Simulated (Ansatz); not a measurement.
What Ta → Y does to TaN

Take TaN in the rock salt structure (space group Fm-3m, No. 225; a = 4.376 Å) as the base.

It is then changed as follows: every Ta is replaced by Y, then cell and atoms are relaxed.

Method: PBEsol/PAW in Ansatz (a program for electronic structure), no spin-orbit coupling. Γ-centred 12×12×12 mesh, Fermi–Dirac width 0.05 eV, for the changed cell.

The density falls by 9.49 g/cm³ (15.46 g/cm³ → 5.97 g/cm³) and the lattice parameter a goes up by 0.4806 Å to 4.856 Å. The space group stays Fm-3m (No. 225) and the band gap becomes 0.08 eV (base: zero). The gap character changes from absent to indirect, Γ → X and the hole mass (degenerate bands, along [100]) comes out as 0.16, 0.99, 0.99 mₑ (at Γ).

Final structure:

```
YN
1.0
    0.00000     2.42808     2.42808
    2.42808     0.00000     2.42808
    2.42808     2.42808     0.00000
N Y
1 1
Cartesian
  0.00000   0.00000   0.00000
  2.42808   2.42808   2.42808
```

Masses are band curvatures over ±0.01 Å⁻¹ around the edge. Stability against distortions was not tested. The final runs are not spin-polarised. This is not the structure that TaN has at room temperature and ambient pressure. The zero or small gap of YN can change with the level of theory.
